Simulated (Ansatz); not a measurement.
## ScCl: thickness series

The reference is ScCl (space group R-3m, No. 166; a = 3.4592 Å, c = 26.5364 Å (hexagonal axes); ferromagnetic; layered, stacked along the Cartesian z axis).

Free-standing slabs (4 atom(s) a layer) normal to the stacking axis with 15 Å of vacuum; in-plane cell relaxed.

Calculations: plane-wave PAW DFT at the r2SCAN+rVV10 level (Ansatz, an electronic-structure program, 500 eV), spin-orbit coupling left out.

| change | thickness between the outermost nuclei | shortest interatomic distance | largest site moment |
|---|---|---|---|
| base | – | 2.577 Å | 0.38 μB |
| 1 layer | 5.77 Å | 2.578 Å | 0.38 μB |
| 2 layers | 14.63 Å | 2.577 Å | 0.40 μB |
| 3 layers | 23.48 Å | 2.576 Å | 0.40 μB |

Other magnetic orders, which the real material may have, were not ruled out. Whether these cells are dynamically stable was not tested.
